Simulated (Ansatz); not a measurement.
Consider WSi2 (space group I4/mmm, No. 139; a = 3.2024 Å, c = 7.8177 Å; relaxed with 0.1 eV smearing). Axes: x, y, z lie along a, b, c of the conventional cell.

Structures relaxed with PBEsol (Ansatz, an electronic-structure program; PAW; 420 eV plane waves; spin-orbit coupling left out).

Base:

Simulated powder pattern, Co Kα, λ = 1.79026 Å (kinematic, ideal powder, no thermal factors, no anomalous dispersion; the 8 strongest lines at most, above 2 %, up to 2θ = 90°):

| 2θ (°) | I/Imax (%) | hkl |
|---|---|---|
| 26.48 | 50 | (002) |
| 35.16 | 100 | (101) |
| 46.57 | 57 | (110) |
| 52.57 | 81 | (103) |
| 54.37 | 32 | (112) |
| 67.98 | 20 | (200) |
| 74.33 | 13 | (202) |
| 78.90 | 23 | (211) |

After one change:

Simulated powder pattern, Co Kα, λ = 1.79026 Å (kinematic, ideal powder, no thermal factors, no anomalous dispersion; the 8 strongest lines at most, above 2 %, up to 2θ = 90°):

| 2θ (°) | I/Imax (%) |
|---|---|
| 26.48 | 90 |
| 35.16 | 91 |
| 35.96 | 86 |
| 47.21 | 100 |
| 52.57 | 74 |
| 53.16 | 71 |
| 54.94 | 56 |
| 74.94 | 23 |

Problem. Which of these changes matches the shifts?
A. uniaxial strain ε_xx = −2.50 %
B. uniaxial strain ε_xx = −0.50 %
C. uniaxial strain ε_xx = −1.50 %
D. uniaxial strain ε_xx = +0.50 %

Solution. A, uniaxial strain ε_xx = −2.50 %. Its volume per atom is 13.03 Å³ against 13.36 Å³, and its space group is Immm (No. 71).

Stability against distortions was not tested. All final runs are without spin polarisation.
